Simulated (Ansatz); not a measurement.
Consider SiC (space group P6_3mc, No. 186; a = 3.0781 Å, c = 10.0760 Å). Axes: x lies along a and z along c of the hexagonal cell.

Level of theory: PBEsol, PAW, 420 eV (Ansatz, a quantum-chemistry and plane-wave program; without spin-orbit coupling).

Before the change:

The pressure is -0.01 GPa and the valence-band top at Γ comes out as 0.00, 0.00, -0.05 eV.

One thing is altered: tensile biaxial strain of 3.00 % in the plane normal to [001], as in epitaxy on a mismatched substrate; the out-of-plane cell vector and the atoms relax.

Q: Estimate the effect on the pressure and valence-band top at Γ.

A: The pressure (mean of the normal stresses, compression positive) drops by 10.54 GPa (-0.01 GPa → -10.55 GPa); the valence-band top at Γ (three highest levels, from the VBM) changes from 0.00, 0.00, -0.05 eV to 0.00, -0.23, -0.23 eV.

The levels and masses belong to the bands next to the band gap. Stability against distortions was not tested.
